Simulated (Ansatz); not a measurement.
Checking a run of Ansatz (a program for electronic structure) on CoTc3 (P6_3/mmc, 8 atoms in the cell). The aim is a self-consistent single point with DFT, PBEsol, plane waves, default PAW files made with PBE.

Cell that was meant: a = 5.3299 Å, b = 5.3299 Å, c = 4.2807 Å, α = 90.00°, β = 90.00°, γ = 120.00°.

Part of the input:

Ansatz 0.2 input:
```yaml
    - { symbol: Tc, position_ang: [-1.33009486, 3.84516127, 1.07018000] }
    - { symbol: Tc, position_ang: [1.33009486, 3.84516127, 1.07018000] }
    - { symbol: Tc, position_ang: [1.33486514, 0.77068473, 3.21054000] }
basis:
  ecutwfc: 50
kpoints:
  mp_grid:
    grid: [6, 6, 6]
```

The program printed (abridged):

```
   [... lines left out ...]
PAW frozen core: Tc, regenerated for the run's functional, and the local potential with it
Initial density: superposition of atomic densities (chi_scale 0.1, normalization cell)
Starting moments: Σ|m| = 6 μB on 2 of 8 sites
Initial wavefunctions: pseudopotential atomic-orbital guess
Eigensolver: davidson
Functional: x = pbesol(κ = 0.804, μ = 0.12345679012345678), c = pbesol(β = 0.046)
SCF iter   1: F=—  HF=-39549.855029 eV  |F-HF|=—  |Δ(HF+E_count)|=         —  Δρ=1.26e0 (↑1.26e0 ↓9.86e-1)  dr2=3.80e3  dr2_m=3.06e1  M=0.168 μB ∫|m|=0.200 μB  β_m=0.30  ethr=3.10e-3  ⟨swp⟩=1.0  Hψ=4718  notcnv=0
Mixer restart at iter 1: flushing history
all-band conjugate gradients solve this SCF's bands
preconditioner: auto → Kerker (q_TF=auto, 2.804 Å⁻¹)
   [... lines left out ...]
SCF iter  12: F=—  HF=-36370.207968 eV  |F-HF|=—  |Δ(HF+E_count)|=   5.25e-7  S|Δr|=    0.00e0  Δρ=2.53e-6 (↑2.46e-6 ↓2.53e-6)  dr2=3.58e-8  dr2_m=2.64e-10  M=-0.000 μB ∫|m|=0.000 μB  β_m=1.00  ethr=8.06e-11  ⟨swp⟩=2.3  Hψ=11653  notcnv=0
SCF iter  13: F=-36370.207968 eV  HF=-36370.207968 eV  |F-HF|=4.36e-9  |Δ(HF+E_count)|=   2.12e-8  S|Δr|=    0.00e0  Δρ=7.31e-7 (↑7.31e-7 ↓7.19e-7)  dr2=4.77e-9  dr2_m=1.23e-12  M=0.000 μB ∫|m|=0.000 μB  ethr=2.89e-11  ⟨swp⟩=2.0  Hψ=7473  notcnv=0
SCF 1 converged in 13 iterations: F = -36370.207968 eV  dr2 = 4.77e-9
WARN: the starting moments were not kept: the SCF closed with an absolute magnetisation of 4.9e-7 μB, where they sum to 6 μB in size (2 sites) …
   [... lines left out ...]
Absolute magnetization: 0.0000 μB (∫|ρ↑−ρ↓|, with the PAW one-centre terms)
Free energy (F): -36370.207968 eV
Fermi energy:    44.812529 eV
   [... lines left out ...]
--- Stress (GPa, compression-positive) ---
    -5503.286681       0.000000       0.000000
        0.000000   -5503.286681      -0.000000
        0.000000      -0.000000   -5493.294671
  P = ⅓ Tr σ = -5499.9560 GPa (-54999.560 kbar)
  The stress holds no Pulay correction (an occupied level lies too near the plane-wave cutoff): it is that at fixed plane waves, as pw.x and ABINIT print it
```

Can these results be used? Check the input.

The run is not sound. The fault is this: a cutoff meant in Ry typed as a bare number, read as eV. A bare number is read in the key's own unit, and eV, Ry (13.6 eV) and Ha (27.2 eV) lie far apart, so the setting ends up far from the one that was meant. To fix it, convert the value to the unit that the key expects. The run converged in 13 iterations without an error; against the sound input the free energy goes up by 730 eV/atom, the pressure goes from -5.39 to -5500 GPa, the largest force goes from 0.040 to 0.536 eV/Å and the size of the net moment goes from 0.04 to 0.00 μB/atom.

An input that runs soundly differs in these lines (not the only fix; some lines may just follow from the change or write a value another way):
```diff
-basis:
-  ecutwfc: 50
```

With that input, the run converged in 31 iterations: free energy E − TS (on the zero of these files) -42212.6401 eV; Fermi level (on the code's own zero) 21.96 eV; pressure -5.39 GPa; largest force (vector length) 0.040 eV/Å; size of the cell's spin moment 0.32 μB (DFT, PBEsol, plane waves, default PAW files made with PBE).

On the sound input: the starting cell comes from a database of computed structures (which also holds hypothetical and non-ambient phases and stackings), without a prior relaxation at this level. The moments shrank to a small part of their start, a low-spin state that need not be the lowest. The program warned that a starting moment was not kept. With a pressure of about -5 GPa the cell is away from its equilibrium volume at this level. Ansatz's pressure includes its estimate of the finite-basis (Pulay) stress.
